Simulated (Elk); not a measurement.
Input and output of a self-consistent single point for PIr2 (Fm-3m, 3 atoms in the cell) (Elk).

Method: PBEsol, all-electron FP-LAPW, Elk's shipped species files, default APW+lo basis (Elk 10.2.4).

```
CELL_PARAMETERS angstrom
      0.00000     2.77874     2.77874
      2.77874     0.00000     2.77874
      2.77874     2.77874     0.00000
ATOMIC_POSITIONS crystal
  P  0.00000 0.00000 0.00000
  Ir 0.25000 0.25000 0.25000
  Ir 0.75000 0.75000 0.75000
```

Reference input (self-consistent single point, DFT, LDA (PW92), all-electron FP-LAPW, Elk's shipped species files, default APW+lo basis): xctype = 3; rgkmax = 7; stype = 0; swidth = 0.00183747 Ha; ngridk = 10 10 10; rmtscf = 0.85. This run's input differs from it in these lines:

```diff
@@ -4,3 +4,3 @@
 xctype
-  3
+  22
```

Output (repeated stretches shortened):

```
│ Self-consistent loop started │
│ Loop number : 1 │
 total energy                :     -36053.4189513
│ Loop number : 2 │
 total energy                :     -36053.8008584
RMS change in Kohn-Sham potential (target) :   0.3224566265     (  0.1000000000E-05)
Absolute change in total energy (target)   :   0.3819071215     (  0.1000000000E-03)
│ Loop number : 3 │
 total energy                :     -36053.3518837
RMS change in Kohn-Sham potential (target) :   0.3123823558     (  0.1000000000E-05)
Absolute change in total energy (target)   :   0.3534979279     (  0.1000000000E-03)
│ Loop number : 4 │
   [... lines left out ...]
Absolute change in total energy (target)   :   0.1206535890E-03 (  0.1000000000E-03)
│ Loop number : 12 │
 total energy                :     -36047.9138478
RMS change in Kohn-Sham potential (target) :   0.1838978258E-05 (  0.1000000000E-05)
Absolute change in total energy (target)   :   0.1585279533E-03 (  0.1000000000E-03)
│ Loop number : 13 │
 total energy                :     -36047.9139530
RMS change in Kohn-Sham potential (target) :   0.4238911680E-06 (  0.1000000000E-05)
Absolute change in total energy (target)   :   0.6555129949E-04 (  0.1000000000E-03)
Convergence targets achieved

│ Loop number : 14 │

Energies :
 Fermi                       :     0.470377241245
 total energy                :     -36047.9139888

Density of states at Fermi energy :    5.094400568
 (states/Hartree/unit cell)

Estimated indirect band gap :   0.4530628807E-02
 from k-point     31 to k-point     24
Estimated direct band gap   :   0.1313484150E-01
 at k-point     24

Charges :
 core                        :    106.0000000
 valence                     :    63.00000000
 interstitial                :    6.292549755
 muffin-tins (core leakage)
  species :    1 (P)
   atom    1                 :    12.38033137     (  0.2128792785E-02)
  species :    2 (Ir)
   atom    1                 :    75.16355944     (  0.2081716587E-02)
   atom    2                 :    75.16355944     (  0.2081716587E-02)
 total in muffin-tins        :    162.7074502
 total calculated charge     :    168.9841487
 total charge                :    169.0000000
 error                       :   0.1585125181E-01

│ Self-consistent loop stopped │
```

The run converged in 14 iterations. The count includes the last loop, which Elk runs after its targets are met. 

The starting cell comes from a database of computed structures (which also holds hypothetical and non-ambient phases and stackings), without a prior relaxation at this level. Spin-orbit coupling is off. Spin polarisation is off. Values depend on the basis (sphere radii, cutoffs, local orbitals), which need not be converged. The log's line on a gap gives a spacing of levels on this mesh, which the program prints for metals too.
